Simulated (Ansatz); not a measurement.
**How the lattice parameter c of NbSi (model structure, started from the WC type, P-6m2, No. 187, 2 atoms in the cell) moves with the method**

No measured value is used here.

```csv
level (code),value (Å)
PBE (Ansatz),4.053
PBEsol (Ansatz),4.044
PBE-D3(BJ) (Ansatz),4.042
r²SCAN (Ansatz),[?]
```

Q: Fill in the missing entries.

A: 
- r²SCAN (Ansatz, a first-principles code), value (Å): 4.029

Ansatz's density-functional and Hartree–Fock values are scalar-relativistic unless marked +SOC, with PAW data made under PBE.

A model structure was made by putting elements into a prototype or built by hand; it is no filed structure, need not be a known phase, and can be a saddle point held by its symmetry.
